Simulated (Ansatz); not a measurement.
Ansatz (a first-principles code) run on MgS (R3m, 2 atoms in the cell): self-consistent single point.

Method: LDA (PW92), harder PAW files (source: ansatz) made with PBE (plane waves; Ansatz).

The change in words: lattice scaled by 0.98; basis.ecutwfc: 420 eV → 745 eV; hamiltonian.pseudopotentials: {kind: paw} (the program's default PAW files) → {kind: paw, source: ansatz}. Reference geometry:
```xyz
2
Lattice="0.0000 2.8473 2.8473 2.8473 0.0000 2.8473 2.8473 2.8473 0.0000" Properties=species:S:1:pos:R:3 pbc="T T T"
Mg     0.0289     0.0289     0.0289
S      4.2709     4.2709     4.2709
```

Reference input (self-consistent single point, DFT, LDA (PW92), plane waves, default PAW files made with PBE): basis.ecutwfc = 420 eV; kpoints.mp_grid.grid = 8 8 8; hamiltonian.xc = lda; hamiltonian.pseudopotentials = {kind: paw} (the program's default PAW files); scf.occupations.method = fixed. This run's input differs from it in these lines:

Ansatz 0.2 input:
```diff
@@ -2,5 +2,5 @@
   lattice:
-    - [0.00000000, 2.84728600, 2.84728600]
-    - [2.84728600, 0.00000000, 2.84728600]
-    - [2.84728600, 2.84728600, 0.00000000]
+    - [0.00000000, 2.79034000, 2.79034000]
+    - [2.79034000, 0.00000000, 2.79034000]
+    - [2.79034000, 2.79034000, 0.00000000]
   atoms:
@@ -9,3 +9,3 @@
 basis:
-  ecutwfc: 420.0
+  ecutwfc: 745.0
 kpoints:
@@ -17,2 +17,3 @@
     kind: paw
+    source: ansatz
 scf:
```

Log, with long lists cut:

```
SCF iter   1: F=—  HF=-2774.217751 eV  |F-HF|=—  |Δ(HF+E_count)|=         —  Δρ=3.92e-2  dr2=5.94e-1  ethr=3.10e-3  ⟨swp⟩=5.0  Hψ=4525  notcnv=0  defer=32
all-band conjugate gradients solve this SCF's bands
preconditioner: auto → none
SCF iter   2: F=—  HF=-2774.009038 eV  |F-HF|=—  |Δ(HF+E_count)|=   2.09e-1  Δρ=1.46e-2  dr2=6.54e-2  ethr=3.10e-3  ⟨swp⟩=3.9  Hψ=2006  notcnv=0  defer=122
SCF iter   3: F=—  HF=-2773.994257 eV  |F-HF|=—  |Δ(HF+E_count)|=   1.48e-2  Δρ=3.94e-3  dr2=6.24e-3  ethr=4.09e-4  ⟨swp⟩=3.3  Hψ=1197  notcnv=0  defer=126
SCF iter   4: F=—  HF=-2773.993191 eV  |F-HF|=—  |Δ(HF+E_count)|=   1.07e-3  Δρ=8.39e-4  dr2=2.03e-4  ethr=3.90e-5  ⟨swp⟩=2.2  Hψ=1104  notcnv=0  defer=128
SCF iter   5: F=—  HF=-2773.993189 eV  |F-HF|=—  |Δ(HF+E_count)|=   1.98e-6  Δρ=1.49e-4  dr2=6.70e-6  ethr=1.27e-6  ⟨swp⟩=2.0  Hψ=1039  notcnv=0  defer=128
SCF iter   6: F=—  HF=-2773.993193 eV  |F-HF|=—  |Δ(HF+E_count)|=   3.85e-6  Δρ=1.11e-5  dr2=2.76e-8  ethr=6.25e-10  ⟨swp⟩=8.8  Hψ=6082  notcnv=0
SCF iter   7: F=-2773.993193 eV  HF=-2773.993193 eV  |F-HF|=9.60e-10  |Δ(HF+E_count)|=   2.79e-9  Δρ=2.08e-6  dr2=1.62e-9  ethr=1.72e-10  ⟨swp⟩=4.0  Hψ=3126  notcnv=0
SCF 1 converged in 7 iterations: F = -2773.993193 eV  dr2 = 1.62e-9
Free energy (F): -2773.993193 eV
Internal energy: -2773.993193 eV  (E = F + TS)
E sigma→0 (E₀):  -2773.993193 eV
Fermi energy:    3.359401 eV
--- Forces (eV/Å), atoms counted from 1 ---
  atom   1  Mg    -0.15700844    -0.15700844    -0.15700844
  atom   2  S      0.15701250     0.15701250     0.15701250
--- Stress (GPa, compression-positive) ---
        0.535769      -0.674126      -0.674126
       -0.674126       0.535769      -0.674126
       -0.674126      -0.674126       0.535769
  P = ⅓ Tr σ = 0.5358 GPa (5.358 kbar)
  The stress holds the Pulay correction. Without it, at fixed plane waves, as pw.x and ABINIT print it: P = 0.5283 GPa
```

The run converged in 7 iterations. Against the reference run the pressure goes from -2.90 to 0.54 GPa, the largest force goes from 0.229 to 0.272 eV/Å and the gap on the mesh goes from 3.026 to 3.329 eV.

The starting cell comes from a database of computed structures (which also holds hypothetical and non-ambient phases and stackings), without a prior relaxation at this level. Its lattice was rescaled by up to half a per cent. One atom was moved a little off its site on purpose. For this run, on top of that: lattice scaled by 0.98. Ansatz's pressure includes its estimate of the finite-basis (Pulay) stress.
